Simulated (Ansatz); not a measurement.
How the bulk modulus of HfC (model structure, started from the WC type, P-6m2, No. 187, 2 atoms in the cell) moves with the method

No measured value is used here.

```json
[
 {"level (code)": "LDA (Ansatz)", "value (GPa)": "221", "cell (Å³/atom)": "12.51"},
 {"level (code)": "PBEsol (Ansatz)", "value (GPa)": "211", "cell (Å³/atom)": "12.81"},
 {"level (code)": "r²SCAN (Ansatz)", "value (GPa)": "210", "cell (Å³/atom)": "13.08"}
]
```

Density-functional levels without +SOC have no spin–orbit coupling. LDA, PBEsol, r²SCAN: the bulk modulus is −V dP/dV from two relaxed cells at ±2 % in volume. Each level is taken at its own relaxed cell. Cutoffs differ between the levels. Ansatz's density-functional and Hartree–Fock values are scalar-relativistic unless marked +SOC, with PAW data made under PBE.

A model structure was made by putting elements into a prototype or built by hand; it is no filed structure, need not be a known phase, and can be a saddle point held by its symmetry.

Ansatz is a first-principles code.
